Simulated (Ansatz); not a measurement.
Abridged Ansatz (a first-principles code) output:

```
Pseudopotential: W, paw, valence charge 14
Pseudopotential: C, paw, valence charge 4
Pseudopotential: B, paw, valence charge 3
Crystal: 8 atoms, lattice volume = 85.173 Å³
Basis set: ecut = 500 eV, 2165 PW (Γ), exchange–correlation on 96×180×160 points (64 copies of the dense FFT grid, shifted against one another)
Bands: 44, of which v1, the nominal top of the filled ones, is band 36 counted from 1 (35 counted from 0)
Symmetry: 4 space group operations
k-points: 225 of 1152 (time reversal used)
Functional: x = r2scan, c = r2scan; τ floored in thin density (d = 2e-4 eV/Å³)
SCF iter   1: F=—  HF=-42501.170998 eV  |F-HF|=—  |Δ(HF+E_count)|=         —  Δρ=1.11e-2  dr2=7.21e-2  dr2_τ=6.86e-1  ethr=1.77e-3  ⟨swp⟩=6.1  Hψ=39559  notcnv=0  defer=51
SCF iter   2: F=—  HF=-42501.424684 eV  |F-HF|=—  |Δ(HF+E_count)|=   2.54e-1  Δρ=6.46e-3  dr2=1.84e-2  dr2_τ=2.53e-3  ethr=1.02e-4  ⟨swp⟩=2.1  Hψ=17475  notcnv=0  defer=546
SCF 1 converged in 9 iterations: F = -42501.436993 eV  dr2 = 3.54e-10
SCF converged after 9 iterations
Free energy (F): -42501.436993 eV
Internal energy: -42501.418766 eV  (E = F + TS)
E sigma→0 (E₀):  -42501.427880 eV
Entropy (-TS):   -0.018227 eV (-2.278 meV/atom)
Fermi energy:    19.474135 eV
--- Forces (eV/Å), atoms counted from 1 ---
  atom   1  W      0.00000000     0.00000340    -0.00000303
  atom   2  W      0.00000000    -0.00000340    -0.00000303
  atom   3  W      0.00000000    -0.00002120    -0.00001150
  atom   4  W      0.00000000     0.00002120    -0.00001150
  atom   5  C      0.00000000     0.00000000    -0.00001979
  atom   6  C      0.00000000     0.00000000    -0.00004893
  atom   7  C      0.00000000     0.00000000     0.00009808
  atom   8  B      0.00000000     0.00000000     0.00000449
--- Stress (GPa, compression-positive) ---
        0.000828       0.000000       0.000000
        0.000000      -0.002852       0.000000
        0.000000       0.000000       0.001676
  P = ⅓ Tr σ = -0.0001 GPa (-0.001 kbar)
```

Problem. What was computed, and what are the main results?

Solution. W4BC3, 8 atoms in the cell, with Ansatz, r2SCAN, PAW, cutoff 500 eV, spin-orbit coupling left out. The last SCF converged to F = -42501.436993 eV, or -5312.6796 eV per atom, at a pressure of 0.00 GPa. The total energy compares only with runs of the same code, potentials and settings.

These are small ordered cells, not random alloys; other orderings at the same x differ. Whether these cells are dynamically stable was not tested. The final runs are not spin-polarised. An odd electron count without spin: W4BC3. The cell was made from WC by this change: x(B) = 0.25, 8 atoms, Pmm2.
